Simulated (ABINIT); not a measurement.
Worked example: self-consistent single point of CuI (F-43m, 2 atoms in the cell) in ABINIT.

Level of theory: PBE, spin-orbit coupling, PAW (JTH v2.0 PBE PAW) (plane waves; ABINIT 10.0.3).

```
CELL_PARAMETERS angstrom
      0.00000     3.02500     3.02500
      3.02500     0.00000     3.02500
      3.02500     3.02500     0.00000
ATOMIC_POSITIONS crystal
  Cu 0.00000 0.00000 0.00000
  I  0.25000 0.25000 0.25000
```

Reference input (self-consistent single point, DFT, PBE, plane waves, PAW (JTH v2.0 PBE PAW)): pseudos = [Cu.GGA_PBE-JTH.xml, I.GGA_PBE-JTH.xml]; ecut = 30 Ha; pawecutdg = 60 Ha; ixc = 11; occopt = 3; tsmear = 0.00036749 Ha; ngkpt = 5 5 5; nshiftk = 1; shiftk = 0 0 0; potentials = JTH v2.0 PBE PAW; nband = 18; kptopt = 1. This run's input differs from it in these lines:

```diff
@@ -18,6 +18,8 @@
 ixc 11
+nspinor 2
+nspden 1
 occopt 3
 tsmear 0.00036749
-nband 18
-kptopt 1
+nband 42
+kptopt 4
 ngkpt 5 5 5
```

Output (repeated stretches shortened):

```
--- !BeginCycle
solver: {iscf: 17, nstep: 100, nline: 4, wfoptalg: 10, }
tolerances: {tolvrs: 1.00E-12, }
...

     iter   Etot(hartree)      deltaE(h)  residm     nres2
 ETOT  1  -205.51517257533    -2.055E+02 2.809E+01 2.591E+01
 ETOT  2  -209.69335503865    -4.178E+00 8.637E-02 1.777E+01
 ETOT  3  -209.66247168445     3.088E-02 6.237E-02 1.631E+01
 ETOT  4  -209.65108481565     1.139E-02 2.107E-02 2.008E+00
 ETOT  5  -209.64531351051     5.771E-03 1.403E-02 4.242E-01
   [... 12 lines left out ...]
 ETOT 18  -209.64381983842    -1.990E-12 1.779E-04 1.828E-11
 ETOT 19  -209.64381983842     1.563E-12 2.315E-04 4.105E-12
 ETOT 20  -209.64381983842    -3.297E-12 1.860E-04 4.736E-12
 ETOT 21  -209.64381983842     1.194E-12 2.315E-04 1.722E-14
 At SCF step   21       nres2   =  1.72E-14 < tolvrs=  1.00E-12 =>converged.

 Cartesian components of stress tensor (hartree/bohr^3)
  sigma(1 1)= -3.60320319E-05  sigma(3 2)=  0.00000000E+00
  sigma(2 2)= -3.60320319E-05  sigma(3 1)=  0.00000000E+00
  sigma(3 3)= -3.60320319E-05  sigma(2 1)=  0.00000000E+00

 ----iterations are completed or convergence reached----

 reduced coordinates (array xred) for    2 atoms
       0.000000000000      0.000000000000      0.000000000000
       0.250000000000      0.250000000000      0.250000000000
 cartesian forces (eV/Angstrom) at end:
    1      0.00000000000000    -0.00000000000000    -0.00000000000000
    2     -0.00000000000000     0.00000000000000     0.00000000000000
 frms,max,avg= 4.9239709E-30 7.0961973E-30   0.000E+00  0.000E+00  0.000E+00 e/A
   [... lines left out ...]
 Fermi (or HOMO) energy (hartree) =  -0.02380   Average Vxc (hartree)=  -0.32579
   [... lines left out ...]
'-kT*entropy'       :  4.07674090354186E-16
total_energy        : -2.09643819885986E+02
total_energy_eV     : -5.70469845679428E+03
...

-Cartesian components of stress tensor (GPa)         [Pressure=  1.0601E+00 GPa]
- sigma(1 1)= -1.06009880E+00  sigma(3 2)=  0.00000000E+00
- sigma(2 2)= -1.06009880E+00  sigma(3 1)=  0.00000000E+00
- sigma(3 3)= -1.06009880E+00  sigma(2 1)=  0.00000000E+00

 Calculation completed.
```

The run converged in 21 iterations. 

The starting cell has typed, rounded lattice constants, without a prior relaxation at this level.

These are the values that this program gave, and no reference: the one-centre exchange-correlation terms come from a truncated expansion.

Cost on one core of a shared machine: roughly 4 min.
